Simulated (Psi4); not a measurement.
Psi4 1.11, unrestricted HF/def2-svpd: iodine monochloride cation (ClI), charge +1, multiplicity 2, 2 atoms. The geometry is a generated start, not checked to be a minimum at this level.

```
Property                                              Value
--------------------------  -------------------------------
task                                                 energy
method                                                  scf
basis                                             def2-svpd
memory                                                 3 GB
maxiter                                                 100
keys of the molecule block                      symmetry c1
scf_type                                       df (default)
diis_max_vecs                                  10 (default)
e_convergence                               1e-06 (default)
d_convergence                               1e-06 (default)
effective core potentials   those of the basis set, past Kr
basis functions                                          62
```

```xyz
2

Cl     1.1541    -0.0178     0.0093
I     -1.1541     0.0178    -0.0093
```

Charge 1 and multiplicity 2 are set for this test and not shown to be the ground state.

With the defaults (damping_percentage = 0, soscf = false, soscf_start_convergence = 0.01, scf_initial_accelerator = adiis, guess = auto, which took SAD, level_shift = 0, level_shift_cutoff = 0.01) it converges in 13 SCF iterations. One run each on 2 threads, with these changes:
- guess = sap
- scf_initial_accelerator = none
- damping_percentage = 20
- guess = gwh
- level_shift = 0.1, level_shift_cutoff = 0.001
- guess = modhuckel
- soscf = true, soscf_start_convergence = 0.1
- soscf = true, soscf_start_convergence = 0.001
- damping_percentage = 60

Task: Which of these changes keep the SCF from converging, or lead it to another solution?

Result: No convergence: damping_percentage = 20; damping_percentage = 60 (the run ends without SCF convergence in 100 iterations). The rest reach the solution of the defaults.

```
setting                                        SCF iterations  JK calls             end
---------------------------------------------  --------------  --------  --------------
soscf = true, soscf_start_convergence = 0.1                 7        28   same solution
soscf = true, soscf_start_convergence = 0.001               8        29   same solution
the defaults                                               13        14   same solution
scf_initial_accelerator = none                             13        14   same solution
level_shift = 0.1, level_shift_cutoff = 0.001              13        14   same solution
guess = modhuckel                                          14        30   same solution
guess = gwh                                                16        16   same solution
guess = sap                                                18        18   same solution
damping_percentage = 20                                   100       101  no convergence
damping_percentage = 60                                   100       101  no convergence
```

An SOSCF iteration holds several JK calls; a Hückel guess adds calls on atoms.
